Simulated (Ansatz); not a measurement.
The starting structures come from a database of crystals and need not be the phases stable at ambient conditions.

By PBEsol, the system below comes out a metal.

A figure of merit of an interconnect metal is its ballistic conductance per area.

Input:

```
CELL_PARAMETERS angstrom
      2.85780     0.00000     0.00000
      0.00000     2.85780     0.00000
      0.00000     0.00000     2.85780
ATOMIC_POSITIONS crystal
  Si 0.50000 0.50000 0.50000
  Ru 0.00000 0.00000 0.00000
```

Space group of this cell: Pm-3m, CsCl type. The cell is strained (all lengths scaled by 0.98); by PBEsol its mean pressure is 17.0 GPa.

The current flows along the normal of the first two printed cell vectors, the (001) plane of the conventional cell. No spin-orbit coupling; the value is a mean over 0.1 eV about the Fermi level.

Compute, with PBEsol (Ansatz, a program for electronic structure), the ballistic conductance per area.

0.45 × 10¹⁵ S/m² for both spins.
